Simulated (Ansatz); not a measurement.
**Hypothetical rock salt GaAs, pressure series**

Base system: GaAs in the rock salt structure (space group Fm-3m, No. 225; a = 5.329 Å; a hypothetical phase, not in the database extracts checked).

Cell and atoms are relaxed at each pressure.

Level of theory: Ansatz (a program for electronic structure) r2SCAN, scalar-relativistic without spin-orbit coupling.

```
pressure (GPa)  volume per atom (Å³/atom)
--------------  -------------------------
-2                                 19.421
-1                                 19.163
0                                  18.922
1.8                                18.533
4.2                                     ?
9                                  17.313
18                                 16.231
30                                 15.188
60                                 13.502
```

Fit the third-order Birch–Murnaghan form P(V) = (3B₀/2)[(V₀/V)^(7/3) − (V₀/V)^(5/3)]·[1 + (3/4)(B₀′ − 4)((V₀/V)^(2/3) − 1)] (squares taken in P) to the rows shown and predict the withheld row.

Least squares on the printed values gives V₀ = 18.925 Å³/atom, B₀ = 83.2 GPa, B₀′ = 4.4; this predicts 18.081 Å³/atom, and the run gives 18.075 Å³/atom, 0.006 lower.

Load acts through the strain it causes; cell and atoms are relaxed under it. Stability against distortions was not tested. No other phases were tried under pressure. The final runs are not spin-polarised.
